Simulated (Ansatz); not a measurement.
Take Pb in the fcc (Cu type) structure (space group Fm-3m, No. 225) as the base.

```yaml
crystal:
  lattice:
    - [0.00000, 2.49546, 2.49546]
    - [2.49546, 0.00000, 2.49546]
    - [2.49546, 2.49546, 0.00000]
  atoms:
    - { symbol: Pb, position: [0.00000, 0.00000, 0.00000] }
```

Cartesian axes are those of the cell as printed.

Computed with Ansatz (an electronic-structure program), r2SCAN, PAW, cutoff 500 eV, without spin-orbit coupling.

Free-standing slabs (1 atom(s) a layer) normal to [111] with 15 Å of vacuum; in-plane cell held at bulk.

One change was made to it. Results:

```tsv
quantity	base	after
excess energy per area of both faces (slab less bulk energy over the cell's area: twice a surface energy) (uncertain by up to 0.1 J/m²)	–	0.6 J/m²
shortest interatomic distance	6.669 bohr	6.343 bohr
```

### Question
What was done to the base?
A. 3 layers
B. 7 layers
C. 2 layers

### Answer
B, 7 layers. For comparison, the shortest interatomic distance in the other runs: 2 layers gives 6.223 bohr; 3 layers gives 6.434 bohr.

Slab and bulk use different k-meshes, which limits the precision of the excess energy. No phonon test of stability was made.
